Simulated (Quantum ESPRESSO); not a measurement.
Input and output of a self-consistent single point for Mo (Im-3m, 1 atom in the cell) (Quantum ESPRESSO).

Level of theory: LDA (PZ), GBRV 1.5 ultrasoft (LDA) pseudopotentials (plane waves; Quantum ESPRESSO).

```xyz
1
Lattice="1.5671 1.5671 1.5671 -1.5671 1.5671 1.5671 -1.5671 -1.5671 1.5671" Properties=species:S:1:pos:R:3 pbc="T T T"
Mo     0.0000     0.0000     0.0000
```

Reference input (self-consistent single point, DFT, LDA (PZ), plane waves, GBRV 1.5 ultrasoft (LDA) pseudopotentials): ecutwfc = 40 Ry; ecutrho = 320 Ry; occupations = smearing; smearing = fermi-dirac; degauss = 0.0073499 Ry; potentials = {Mo: mo_lda_v1.uspp.F.UPF}; K_POINTS = automatic 15 15 15 0 0 0; conv_thr = 1e-09 Ry. This run's input differs from it in these lines:

```diff
@@ -27,3 +27,3 @@
 K_POINTS {automatic}
-15 15 15  0 0 0
+26 26 26  1 1 1
```

The program printed (abridged):

```
     Self-consistent Calculation

     iteration #  1     ecut=    40.00 Ry     beta= 0.70

     Threshold (ethr) on eigenvalues was too large:
     Diagonalizing with lowered threshold

     negative rho (up, down):  5.769E-05 0.000E+00

     total energy              =    -139.48776058 Ry
     estimated scf accuracy    <       0.03806011 Ry

     iteration #  2     ecut=    40.00 Ry     beta= 0.70

     negative rho (up, down):  5.239E-05 0.000E+00

     total energy              =    -139.49806905 Ry
     estimated scf accuracy    <       0.00412611 Ry

     iteration #  3     ecut=    40.00 Ry     beta= 0.70

     negative rho (up, down):  5.214E-05 0.000E+00

     total energy              =    -139.49874350 Ry
     estimated scf accuracy    <       0.00006386 Ry

   [... 2 blocks of this kind left out ...]

     iteration #  6     ecut=    40.00 Ry     beta= 0.70

     negative rho (up, down):  5.240E-05 0.000E+00

     total energy              =    -139.49875505 Ry
     estimated scf accuracy    <          2.1E-09 Ry

     iteration #  7     ecut=    40.00 Ry     beta= 0.70

     negative rho (up, down):  5.240E-05 0.000E+00
     End of self-consistent calculation

     Number of k-points >= 100: set verbosity='high' to print the bands.

     the Fermi energy is    21.4956 ev

!    total energy              =    -139.49875505 Ry
     estimated scf accuracy    <          2.6E-11 Ry
     smearing contrib. (-TS)   =      -0.00159080 Ry
     internal energy E=F+TS    =    -139.49716425 Ry

     convergence has been achieved in   7 iterations

     negative rho (up, down):  5.240E-05 0.000E+00

     Forces acting on atoms (cartesian axes, Ry/au):

     atom    1 type  1   force =     0.00000000    0.00000000    0.00000000

     Total force =     0.000000     Total SCF correction =     0.000000

     negative rho (up, down):  5.240E-05 0.000E+00
          total   stress  (Ry/bohr**3)                   (kbar)     P=      -62.76
  -0.00042660  -0.00000000   0.00000000          -62.76       -0.00        0.00
  -0.00000000  -0.00042660  -0.00000000           -0.00      -62.76       -0.00
   0.00000000  -0.00000000  -0.00042660            0.00       -0.00      -62.76

   JOB DONE.
```

The run converged in 7 iterations. Against the reference run the free energy falls by 2.4 meV/atom and the pressure goes from -6.13 to -6.28 GPa.

The starting cell has typed, rounded lattice constants, without a prior relaxation at this level. Its lattice was rescaled by up to half a per cent. Spin polarisation is off.
